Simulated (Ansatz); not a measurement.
## A computed series for SiO2: response to strain

Consider SiO2 in the rutile structure (space group P4_2/mnm, No. 136; a = 4.1852 Å, c = 2.6688 Å). Axes: x, y, z lie along a, b, c of the conventional cell.

Strains are applied to the cell and any free atomic positions relax; under biaxial strain the out-of-plane vector relaxes too.

All numbers come from Kohn–Sham DFT with the r2SCAN functional, run in Ansatz (a quantum-chemistry and plane-wave program) with PAW and 500 eV plane waves, no spin-orbit coupling.

Notes on the quantities. pressure: mean of the normal stresses, compression positive.

| change | pressure | electron mass | hole mass | band gap | shortest interatomic distance |
|---|---|---|---|---|---|
| base | 0.00 GPa | 0.38 mₑ along c, 0.48 mₑ across (at Γ) | 1.7 mₑ along c, 1.1 mₑ across (at Γ) | 6.51 eV | 1.760 Å |
| biaxial strain −2.45 %, plane normal [001], relaxed out of plane | 10.61 GPa | 0.36 mₑ out of plane, 0.52 mₑ in plane (at Γ) | 1.4 mₑ out of plane, 1.1 mₑ in plane (at Γ) | 6.97 eV | 1.755 Å |
| biaxial strain +1.06 %, plane normal [001], relaxed out of plane | -3.64 GPa | 0.38 mₑ out of plane, 0.47 mₑ in plane (at Γ) | 2.0 mₑ out of plane, 1.1 mₑ in plane (at Γ) | 6.33 eV | 1.758 Å |
| biaxial strain +1.25 %, plane normal [001], relaxed out of plane | -4.23 GPa | 0.38 mₑ out of plane, 0.47 mₑ in plane (at Γ) | 2.0 mₑ out of plane, 1.1 mₑ in plane (at Γ) | 6.30 eV | 1.758 Å |
| biaxial strain +4.78 %, plane normal [001], relaxed out of plane | -12.07 GPa | 0.38 mₑ out of plane, 0.43 mₑ in plane (at Γ) | – | 5.84 eV | 1.748 Å |
| isotropic strain −0.91 % | 9.25 GPa | 0.39 mₑ along c, 0.51 mₑ across (at Γ) | 1.7 mₑ along c, 1.1 mₑ across (at Γ) | 6.99 eV | 1.748 Å |
| isotropic strain −0.62 % | 6.17 GPa | 0.39 mₑ along c, 0.50 mₑ across (at Γ) | 1.7 mₑ along c, 1.1 mₑ across (at Γ) | 6.84 eV | 1.752 Å |
| isotropic strain +0.92 % | -8.21 GPa | 0.36 mₑ along c, 0.46 mₑ across (at Γ) | 1.7 mₑ along c, 1.1 mₑ across (at Γ) | 6.05 eV | 1.772 Å |
| isotropic strain +1.90 % | -15.82 GPa | 0.34 mₑ along c, 0.43 mₑ across (at Γ) | 1.9 mₑ along c, 1.1 mₑ across (at Γ) | 5.58 eV | 1.785 Å |

Effective masses come from finite differences of ±0.01 Å⁻¹. No phonon test of stability was made.
